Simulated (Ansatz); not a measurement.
The reference is BeS in the zinc blende structure (space group F-43m, No. 216; a = 4.7964 Å). Axes: x, y, z lie along the cube axes.

All numbers come from LDA/PAW in Ansatz (an electronic-structure program), no SOC.

Strains are applied to the cell and any free atomic positions relax; under biaxial strain the out-of-plane vector relaxes too.

One change was made to it. Results:

```json
[
 {"quantity": "valence-band top at Γ (three highest levels, from the VBM)", "base": "0.00, 0.00, 0.00 eV", "after": "0.00, 0.00, -0.28 eV"},
 {"quantity": "band gap", "base": "2.82 eV", "after": "2.64 eV"},
 {"quantity": "energy relative to the base (free energy F)", "base": "0 meV/atom", "after": "+9.5 meV/atom"}
]
```

### Question
Name the change that was made.
A) biaxial strain −0.42 %, plane normal [111], relaxed out of plane
B) biaxial strain −0.83 %, plane normal [111], relaxed out of plane
C) biaxial strain −1.25 %, plane normal [111], relaxed out of plane
D) biaxial strain −2.08 %, plane normal [111], relaxed out of plane
E) biaxial strain −2.50 %, plane normal [111], relaxed out of plane

### Answer
D, biaxial strain −2.08 %, plane normal [111], relaxed out of plane. For comparison, the band gap in the other runs: biaxial strain −1.25 %, plane normal [111], relaxed out of plane gives 2.72 eV; biaxial strain −2.50 %, plane normal [111], relaxed out of plane gives 2.59 eV; biaxial strain −0.42 %, plane normal [111], relaxed out of plane gives 2.79 eV; biaxial strain −0.83 %, plane normal [111], relaxed out of plane gives 2.76 eV.

Whether these cells are dynamically stable was not tested.
